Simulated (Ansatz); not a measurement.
# Fermi-surface data of ScAl₃ under load (space group P4/mmm)

Given:

```yaml
crystal:
  lattice:
    - [4.03492, 0.00000, 0.00000]
    - [0.00000, 4.03492, 0.00000]
    - [0.00000, 0.00000, 4.08932]
  atoms:
    - { symbol: Sc, position: [0.00000, 0.00000, 0.00000] }
    - { symbol: Al, position: [0.50000, 0.00000, 0.50000] }
    - { symbol: Al, position: [0.00000, 0.50000, 0.50000] }
    - { symbol: Al, position: [0.50000, 0.50000, 0.00000] }
```

The numbers are results of PBEsol, rigid bands (plane waves, PAW, scalar-relativistic; Ansatz, an electronic-structure program), not measurements. Condition of this run: biaxial stress xx = yy = 2 GPa (compression positive) (the target of the relaxation). Cell: cell and atoms relaxed with PBEsol, then loaded as said.

| Item | Result |
|---|---|
| density of states at the Fermi level | 1.23 states/(eV·cell), both spins |
| bare Sommerfeld coefficient | 0.73 mJ/(mol of atoms·K²) |
| Drude plasma energy | 5.9 (x), 5.9 (y), 5.7 (z) eV |
| root-mean-square Fermi velocity | 8.3e5 m/s |
| resistivity times τ | 14.3 (x), 14.3 (y), 15.1 (z) ×10⁻²² Ω·m·s |

A metal at this level (no band gap); rigid bands, thermally averaged at 300 K, both spins. Spin-orbit coupling is left out. τ is one relaxation time for all states.

Computed structure with no diffraction record at hand here (it may be known, metastable or hypothetical): ScAl3 under load (space group P4/mmm).
